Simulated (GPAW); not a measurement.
Band structure of Ge3Rh (I4/mmm, 4 atoms in the cell).

```xyz
4
Lattice="-2.1226 2.1226 3.7377 2.1226 -2.1226 3.7377 2.1226 2.1226 -3.7377" Properties=species:S:1:pos:R:3 pbc="T T T"
Ge     0.0000     2.1226     1.8688
Ge     2.1226     0.0000     1.8688
Ge     0.0000     0.0000     3.7377
Rh     0.0000     0.0000     0.0000
```

Computed with LDA (Perdew-Wang 92), GPAW PAW datasets LDA (gpaw-data 1.0.1) (plane waves; GPAW).

Settings: mode = pw; ecut = 550 eV; xc = LDA; kpts = 8 8 8; mesh shift (steps) = 0 0 0; occupations.name = methfessel-paxton; occupations.width = 0.05 eV; occupations.order = 0; nbands = -10; convergence.forces = 0.001 eV/Å; symmetry.symmorphic = false; symmetry.tolerance = 0.0005; maxiter = 100; bandpath_npoints = 40.

The starting cell comes from a database of computed structures (which also holds hypothetical and non-ambient phases and stackings), without a prior relaxation at this level. Spin polarisation is off.

Levels in eV from the Fermi level, bands 11 to 17:
| point | 11 | 12 | 13 | 14 | 15 | 16 | 17 |
|---|---|---|---|---|---|---|---|
| Γ | -1.93 | -1.20 | -0.72 | -0.72 | 1.30 | 1.30 | 1.63 |
| X | -1.65 | -1.47 | -0.83 | -0.36 | 2.33 | 3.27 | 3.41 |
| Y | -1.77 | -1.20 | -0.39 | 0.00 | 1.87 | 3.26 | 3.96 |
| S | -1.99 | -1.28 | -0.98 | 0.41 | 2.63 | 2.84 | 3.55 |
| Z | -2.14 | -1.80 | -0.65 | -0.35 | 3.47 | 4.25 | 4.47 |
| S1 | -1.99 | -1.28 | -0.98 | 0.41 | 2.63 | 2.84 | 3.55 |
| N | -1.73 | -0.85 | -0.50 | -0.03 | 0.60 | 1.18 | 3.02 |
| P | -1.65 | -1.47 | -0.71 | 0.14 | 0.14 | 0.54 | 6.10 |
| Y1 | -1.77 | -1.20 | -0.39 | 0.00 | 1.87 | 3.26 | 3.96 |

Bands cross the Fermi level along this path, so the cell is metallic at this level.
